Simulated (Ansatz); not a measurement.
A relaxation of the atoms of Lu₃GaC (P4mm, 5 atoms in the cell) with Ansatz (an electronic-structure program).

Method: LDA (PW92), default PAW files made with PBE (plane waves; Ansatz).

The change in words: one atom moved by 0.15 angstrom; relax: default → atoms; relax.f_tol: default → 0.001 eV/Å. Reference geometry:
```
CELL_PARAMETERS angstrom
      4.69981     0.00000     0.00000
      0.00000     4.69981     0.00000
      0.00000     0.00000     4.69981
ATOMIC_POSITIONS crystal
  Lu 0.50000 0.00000 0.00000
  Lu 0.00000 0.50000 0.00000
  Lu 0.00000 0.00000 0.50000
  Ga 0.50000 0.50000 0.50000
  C  0.00000 0.00000 0.00000
```

Reference input (self-consistent single point, DFT, LDA (PW92), plane waves, default PAW files made with PBE): basis.ecutwfc = 420 eV; kpoints.mp_grid.grid = 7 7 7; hamiltonian.xc = lda; hamiltonian.pseudopotentials = {kind: paw} (the program's default PAW files); scf.occupations.method = fermi_dirac; scf.occupations.width = 0.1 eV. This run's input differs from it in these lines:

```diff
@@ -6,3 +6,3 @@
   atoms:
-    - { symbol: Lu, position: [0.50000000, 0.00000000, 0.00000000] }
+    - { symbol: Lu, position: [0.53191600, 0.00000000, 0.00000000] }
     - { symbol: Lu, position: [0.00000000, 0.50000000, 0.00000000] }
@@ -24,2 +24,4 @@
     width: 0.1
+relax:
+  f_tol: 0.001
 output:
```

Log, with long lists cut:

```
   [... SCF lines of the steps left out ...]
relax step   1: F+E_penalty+E_count = -47431.43068288 eV  Δ(F+E_penalty+E_count) = +0.000e0 eV  max|allowed force component| = 1.774e0 eV/Å  Δτ_max = 0.0000 Å  (11 SCF iters, dr2 threshold 1.00e-7 eV, accepted)
relax step   2: F+E_penalty+E_count = -47431.42541539 eV  Δ(F+E_penalty+E_count) = +5.267e-3 eV  max|allowed force component| = 9.726e-1 eV/Å  Δτ_max = 0.1948 Å  (8 SCF iters, dr2 threshold 1.00e-4 eV, rejected (line search))
relax step   3: F+E_penalty+E_count = -47431.55331076 eV  Δ(F+E_penalty+E_count) = -1.226e-1 eV  max|allowed force component| = 2.023e-1 eV/Å  Δτ_max = 0.0974 Å  (9 SCF iters, dr2 threshold 1.00e-7 eV, accepted)
relax step   4: F+E_penalty+E_count = -47431.55845718 eV  Δ(F+E_penalty+E_count) = -5.146e-3 eV  max|allowed force component| = 3.044e-3 eV/Å  Δτ_max = 0.0446 Å  (7 SCF iters, dr2 threshold 2.56e-6 eV, accepted)
relax step   5: F+E_penalty+E_count = -47431.55845736 eV  Δ(F+E_penalty+E_count) = -1.880e-7 eV  max|allowed force component| = 2.857e-3 eV/Å  Δτ_max = 0.0000 Å  (6 SCF iters, accepted)
relax step   6: F+E_penalty+E_count = -47431.55846137 eV  Δ(F+E_penalty+E_count) = -4.006e-6 eV  max|allowed force component| = 9.847e-5 eV/Å  Δτ_max = 0.0016 Å  (7 SCF iters, accepted)
the relaxation is at rest under the 8 symmetry operations that the run kept from its start: a minimum is not shown …
Free energy (F): -47431.558461 eV
Internal energy: -47431.518047 eV  (E = F + TS)
E sigma→0 (E₀):  -47431.538254 eV
Entropy (-TS):   -0.040415 eV (-8.083 meV/atom)
Fermi energy:    13.223603 eV
--- Forces (eV/Å), atoms counted from 1 ---
  atom   1  Lu     0.00007036     0.00000000     0.00000000
  atom   2  Lu    -0.00008064    -0.00000000     0.00000000
  atom   3  Lu    -0.00008064     0.00000000     0.00000000
  atom   4  Ga     0.00009715     0.00000000     0.00000000
  atom   5  C     -0.00001281    -0.00000000     0.00000000
--- Stress (GPa, compression-positive) ---
   [... lines left out ...]
  atoms:
    - { symbol: Lu, position: [0.5063842542756197, -3.8549653266000954e-84, 0.0] }
    - { symbol: Lu, position: [0.006387972716276916, 0.49999999999999994, 0.0] }
    - { symbol: Lu, position: [0.006387972716276916, -2.2124881739173028e-84, 0.49999999999999994] }
    - { symbol: Ga, position: [0.5063720076004421, 0.49999999999999994, 0.49999999999999994] }
    - { symbol: C, position: [0.006383792691384221, -2.648884812556649e-84, 0.0] }
```

The run converged. 

Summary of the result:
Free energy E − TS (on the zero of these files): -47431.5585 eV
Fermi level (on the code's own zero): 13.22 eV
Pressure: -5.85 GPa
Relaxation steps: 6

The starting cell comes from a database of computed structures (which also holds hypothetical and non-ambient phases and stackings), without a prior relaxation at this level. Its lattice was rescaled by up to half a per cent. For this run, on top of that: one atom moved by 0.15 angstrom. The relaxation keeps the symmetry of its start, so its end need not be a minimum. Ansatz's pressure includes its estimate of the finite-basis (Pulay) stress.

Cost on one core of a shared machine: roughly 3 min.

Keys are those of Ansatz 0.2.
